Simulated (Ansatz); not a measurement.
**SiC, response to strain**

Base system: SiC in the wurtzite structure (space group P6_3mc, No. 186).

SiC has the hexagonal space group P6₃mc (No. 186), the wurtzite structure, Pearson symbol hP4. Conventional cell: a = b = 3.0919 Å, c = 5.0742 Å, α = β = 90.00°, γ = 120.00°. Si on 2b has 4 C at 1.893–1.907 Å (tetrahedral). C on 2b has 4 Si at 1.893–1.907 Å (tetrahedral). (Neighbours: up to the widest gap in distance over summed covalent radii, below 1.35, at either atom.)

Strains are applied to the cell and any free atomic positions relax.

Level of theory: plane-wave PAW DFT at the PBE level (Ansatz, a first-principles code, 420 eV), no spin-orbit coupling, earlier PAW set.

Notes on the quantities. energy relative to the base: free energy F.

| isotropic strain (%) | energy relative to the base (meV/atom) |
|---|---|
| -1.93 | 24.9 |
| -0.77 | ? |
| -0.57 | 2.1 |
| 0 | 0.0 |
| 0.95 | 5.5 |

Q: Fit ΔE = Aε² + Bε³ (ε in %) to the rows shown and predict the withheld row.

A: Least squares on the printed values gives A = 6.29 and B = -0.20 meV/atom (largest residual 0.0 meV/atom); this predicts 3.8 meV/atom, and the run gives 3.8 meV/atom, in agreement.

No phonon test of stability was made.
